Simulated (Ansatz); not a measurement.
**In₂Ge₂O₇ (Fd-3m, No. 227, 22 atoms in the cell; start mp-1190319): band gap by level of theory**

No measured value is used here.

```
level (code)              value (eV)
-------------------  ---------------
LDA (Ansatz)                     [?]
PBEsol+SOC (Ansatz)  1.32 (indirect)
r²SCAN+SOC (Ansatz)  2.01 (indirect)
HSE06 (Ansatz)                  3.03
```

**Question.** What belongs in the gaps?

**Answer.** 
- LDA (Ansatz, a first-principles code), value (eV): 1.30

Computed values are for a static lattice. Levels without +SOC have no spin–orbit coupling; where heavier elements are present it shifts gaps, mostly down, and can invert bands.  PBEsol+SOC, r²SCAN+SOC: the gap is read on the k mesh or supercell of the run alone and can be too large. Values are at the PBEsol cell. Cutoffs and k meshes differ between the levels. Ansatz's density-functional and Hartree–Fock values are scalar-relativistic unless marked +SOC, with PAW data made under PBE.

A start named mp-… is a Materials Project structure, which need not be a measured phase.
